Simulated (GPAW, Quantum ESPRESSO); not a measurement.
A Quantum ESPRESSO input for a self-consistent single point of InH (P6_3mc, 4 atoms in the cell) (DFT, PBEsol, plane waves, PseudoDojo standard norm-conserving (PBESOL) pseudopotentials):

```fortran
&control
  calculation = 'scf'
  prefix = 'run'
  outdir = './work'
  pseudo_dir = './'
  tprnfor = .true.
  tstress = .true.
/
&system
  ibrav = 4
  celldm(1) = 6.4833858627
  celldm(3) = 1.965836526586
  nat = 4
  ntyp = 2
  ecutwfc = 75
  occupations = 'smearing'
  smearing = 'gauss'
  degauss = 0.0099958
/
&electrons
  conv_thr = 1.0d-10
  mixing_beta = 0.7
/
ATOMIC_SPECIES
In   114.8180  In.upf
H      1.0080  H.upf
ATOMIC_POSITIONS alat
In    0.0000000000    0.5773502692    0.6754221138
In    0.5000000000    0.2886751346    1.6583403771
H     0.0000000000    0.5773502692    0.0617665837
H     0.5000000000    0.2886751346    1.0446848470
K_POINTS automatic
8 8 4  0 0 0
```

### Question
Give the GPAW input for the same structure, mesh, smearing and functional.

### Answer
One input that does it (others would too):

```python
from ase import Atoms
from ase.units import GPa
from gpaw import GPAW

atoms = Atoms(['In', 'In', 'H', 'H'],
              cell=[[3.430860, 0.000000, 0.000000],
                    [-1.715430, 2.971212, 0.000000],
                    [0.000000, 0.000000, 6.744510]],
              scaled_positions=[[0.333333, 0.666667, 0.343580],
                                [0.666667, 0.333333, 0.843580],
                                [0.333333, 0.666667, 0.031420],
                                [0.666667, 0.333333, 0.531420]],
              pbc=True)

calc = GPAW(mode={'name': 'pw', 'ecut': 800},
            xc='PBEsol',
            kpts={'size': (8, 8, 4), 'gamma': True},
            occupations={'name': 'methfessel-paxton', 'width': 0.136, 'order': 0},
            nbands=-10,
            convergence={'forces': 0.001},
            symmetry={'symmorphic': False, 'tolerance': 0.0005},
            maxiter=150,
            txt='-')

atoms.calc = calc

energy = atoms.get_potential_energy()
print('Energy (eV):', round(energy, 6))
forces = atoms.get_forces()
print('Forces (eV/Ang):')
print(forces.round(5))
stress = atoms.get_stress()
print('Stress (GPa, Voigt):', (stress / GPa).round(4))
```

Basis, cutoffs, solver keys and any potentials are the target program's own. This input uses DFT PBEsol, plane waves, GPAW PAW datasets PBEsol (made by gpaw-setup).

The starting cell comes from a database of computed structures (which also holds hypothetical and non-ambient phases and stackings), without a prior relaxation at this level.
